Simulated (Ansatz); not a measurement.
The starting structures come from a database of crystals and need not be the phases stable at ambient conditions.

 Where the default PAW files enter, the runs use the earlier of Ansatz's two default sets.

```
CdMgTe2
1.0
    4.61362     0.00000     0.00000
    0.00000     6.49047     0.00000
    0.00000     0.00000     4.61362
Mg Cd Te
1 1 2
Direct
  0.50000   0.50000   0.50000
  0.00000   0.00000   0.00000
  0.50000   0.74455   0.00000
  0.00000   0.25545   0.50000
```

Space group of this cell: P-4m2. The cell is taken as given; by PBEsol its mean pressure is -0.9 GPa.

All values below come from PBEsol (plane waves, PAW; Ansatz, an electronic-structure program).

The current runs along the normal of the first two printed vectors; no spin-orbit coupling. Scaled by the factor s: all lengths (ions clamped). The meshes follow the cell: 8×6×8 and 8×6 across at s = 0.98, 8×6×8 and 8×6 across at s = 1.00, 6×6×6 and 6×6 across at s = 1.02.

```
s     mean pressure (GPa)  slowest mid-gap decay constant κ (1/Å)
----  -------------------  --------------------------------------
0.98                  1.6                                   0.106
1.00                 -0.9                                   0.096
1.02                 -2.7                                       ?
```

Problem. Take the slope of the slowest mid-gap decay constant κ against ln s from the two given rows, extrapolate to s = 1.02, and say what the run there gives.

Solution. Slope = (0.106 − 0.096) / ln 0.98 = -0.495 1/Å. The line gives 0.096 + (-0.495) × ln 1.02 = 0.086 1/Å. The run gives 0.086 1/Å, as the line does.
